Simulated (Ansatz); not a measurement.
Base system: Al in the fcc (Cu type) structure (space group Fm-3m, No. 225; a = 4.0151 Å; relaxed with 0.1 eV smearing). Axes: x, y, z lie along the cube axes.

Structures relaxed with PBEsol (Ansatz, a quantum-chemistry and plane-wave program), scalar-relativistic without spin-orbit coupling, earlier PAW set.

Base:

Simulated powder pattern, Co Kα, λ = 1.79026 Å (kinematic, ideal powder, no thermal factors, no anomalous dispersion; the 14 strongest lines at most, above 2 %, up to 2θ = 90°):

```json
[
 {"2θ (°)": "45.43", "I/Imax (%)": "100", "hkl": "(111)"},
 {"2θ (°)": "52.96", "I/Imax (%)": "48", "hkl": "(200)"},
 {"2θ (°)": "78.18", "I/Imax (%)": "31", "hkl": "(220)"}
]
```

After one change:

Simulated powder pattern, Co Kα, λ = 1.79026 Å (kinematic, ideal powder, no thermal factors, no anomalous dispersion; the 14 strongest lines at most, above 2 %, up to 2θ = 90°):

```tsv
2θ (°)	I/Imax (%)
44.89	100
45.05	99
45.18	98
46.12	92
52.34	64
52.50	63
53.61	59
76.32	21
77.41	21
77.77	20
78.30	20
78.92	20
79.02	19
```

Problem. Which change produced these results?
A. strain tensor (xx, yy, zz, yz, xz, xy) = (+1.12, +0.83, −1.11, +0.60, −0.86, +1.08) %
B. isotropic strain −2.85 %
C. biaxial strain +1.14 %, plane normal [110], relaxed out of plane
D. isotropic strain +2.58 %

Solution. A, strain tensor (xx, yy, zz, yz, xz, xy) = (+1.12, +0.83, −1.11, +0.60, −0.86, +1.08) %. Its volume per atom is 16.31 Å³ against 16.18 Å³, and its space group is P-1 (No. 2).

A biaxial case was relaxed in a doubled cell and then solved in the primitive one. No phonon test of stability was made.
